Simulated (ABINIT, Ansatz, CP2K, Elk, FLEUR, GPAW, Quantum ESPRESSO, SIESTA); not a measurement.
**Code comparison for SnSe2 (P-3m1, 3 atoms in the cell)**

Self-consistent single point, at a second geometry (lattice scaled by 0.98). First geometry:

```
SnSe2
1.0
    3.76391     0.00000     0.00000
   -1.88196     3.25964     0.00000
    0.00000     0.00000     6.35422
Sn Se
1 2
Direct
  0.00000   0.00000   0.00000
  0.66667   0.33333   0.75710
  0.33333   0.66667   0.24290
```

Shared settings, as Ansatz (a first-principles code) writes them: kpoints.mp_grid.grid = 8 8 4; scf.occupations.method = fixed. Potentials and cutoffs stand in the table.

| code | model | ΔF from the first geometry (meV/atom) | pressure (GPa) | largest force (eV/Å) | gap on the mesh (eV) | cutoff |
|---|---|---|---|---|---|---|
| Ansatz | PBE, PAW files | 87.8 | 12.27 | 1.569 | 0.927 | 420 eV |
| Quantum ESPRESSO | PBE, SSSP 1.1.2 efficiency (PBE) pseudopotentials | 89.6 | 12.46 | 1.603 | 0.920 | 40 Ry |
| GPAW | PBE, GPAW PAW datasets PBE (gpaw-data 1.0.1) | 85.9 | 12.06 | 1.541 | 0.940 | 600 eV |
| ABINIT | PBE, PAW (JTH v2.0 PBE PAW) | 88.0 | 12.21 | 1.573 | 0.922 | 544 eV |
| Elk | PBE, all-electron FP-LAPW, Elk's shipped species files, LAPW+lo basis | 88.5 | – | – | 0.927 | rgkmax 7.5 |
| SIESTA | GGA PBE, numerical atomic orbitals DZP, PseudoDojo PBE standard norm-conserving potentials (rewritten from UPF to PSML) | 123.1 | 16.93 | 2.284 | 1.026 | grid 350 Ry |
| FLEUR | PBE, all-electron FLAPW (FLEUR), scalar-relativistic valence | 95.5 | – | – | 0.968 | Kmax 4.3 1/bohr |
| CP2K | PBE, GPW, DZVP-MOLOPT-SR-GTH basis, GTH-PBE potentials (GTH_POTENTIALS) | 100.9 | 13.74 | 1.756 | 0.931 | grid 400 Ry |

A dash marks a value that a program does not give, or that is left out as unsure.

Gaps are read on the mesh.

The spread over the programs that give each value: ΔF from the first geometry within 37.2 meV/atom; pressure within 4.87 GPa; largest force within 0.743 eV/Å; gap on the mesh within 0.106 eV.

SIESTA and CP2K use small atom-centred bases, whose incompleteness enters pressures, forces and empty levels differently from a plane-wave cutoff. Elk and FLEUR treat all electrons, but the usual bases taken here (sphere radii, linearisation, local orbitals, empty states) were not tested for convergence, so the values are no reference for the others. Ansatz's pressure is given at a fixed set of plane waves, as the other plane-wave codes print theirs. In the pressure, SIESTA (by 4.69) and CP2K (by 1.50) lie more than 1 GPa from the median of the plane-wave programs. In the force vectors, SIESTA (by 0.713) and CP2K (by 0.185) lie more than 0.08 eV/Å from the median of the plane-wave programs.

The starting cell comes from a database of computed structures (which also holds hypothetical and non-ambient phases and stackings), without a prior relaxation at this level. Its lattice was rescaled by a random factor within 2.5 % of one. For this run, on top of that: lattice scaled by 0.98.

Keys are those of Ansatz 0.2.
